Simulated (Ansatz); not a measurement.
## CdS, pressure series

The parent structure is CdS in the zinc blende structure (space group F-43m, No. 216; a = 5.878 Å).

Cell and atoms are relaxed at each pressure.

Method: r2SCAN (Ansatz, a first-principles code), without spin-orbit coupling.

```
pressure (GPa)  volume per atom (Å³/atom)
--------------  -------------------------
-2                                 26.300
-1                                 25.826
0                                  25.384
3                                  24.275
7                                  23.115
30                                 19.361
50                                      ?
75                                 16.158
100                                15.112
```

Task: Fit the third-order Birch–Murnaghan form P(V) = (3B₀/2)[(V₀/V)^(7/3) − (V₀/V)^(5/3)]·[1 + (3/4)(B₀′ − 4)((V₀/V)^(2/3) − 1)] (squares taken in P) to the rows shown and predict the withheld row.

Result: Least squares on the printed values gives V₀ = 25.383 Å³/atom, B₀ = 61.1 GPa, B₀′ = 4.4; this predicts 17.613 Å³/atom, and the run gives 17.616 Å³/atom, 0.003 higher.

Load acts through the strain it causes; cell and atoms are relaxed under it. Whether these cells are dynamically stable was not tested. Tetrahedral semiconductors of this kind turn to denser phases somewhere between about 1 and 50 GPa; those were not computed, so compressed cells here can lie past the real transition.
